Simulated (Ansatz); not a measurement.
SnO, response to strain

Consider SnO (space group P4/nmm, No. 129; a = 3.837 Å, c = 4.759 Å; layered, stacked along the Cartesian z axis).

Strains are applied to the cell and any free atomic positions relax.

All numbers come from Ansatz (a quantum-chemistry and plane-wave program), PBE-D3(BJ), PAW, cutoff 420 eV, without spin-orbit coupling.

Notes on the quantities. energy relative to the base: free energy F.

```json
[
 {"isotropic strain (%)": "0", "energy relative to the base (meV/atom)": "0.0"},
 {"isotropic strain (%)": "0.6", "energy relative to the base (meV/atom)": "?"},
 {"isotropic strain (%)": "1.2", "energy relative to the base (meV/atom)": "3.4"},
 {"isotropic strain (%)": "1.8", "energy relative to the base (meV/atom)": "7.5"},
 {"isotropic strain (%)": "3", "energy relative to the base (meV/atom)": "20.0"}
]
```

### Question
Fit ΔE = Aε² + Bε³ (ε in %) to the rows shown and predict the withheld row.

### Answer
Least squares on the printed values gives A = 2.45 and B = -0.077 meV/atom (largest residual 0.0 meV/atom); this predicts 0.9 meV/atom, and the run gives 0.9 meV/atom, in agreement.

Whether these cells are dynamically stable was not tested. The final runs are not spin-polarised.
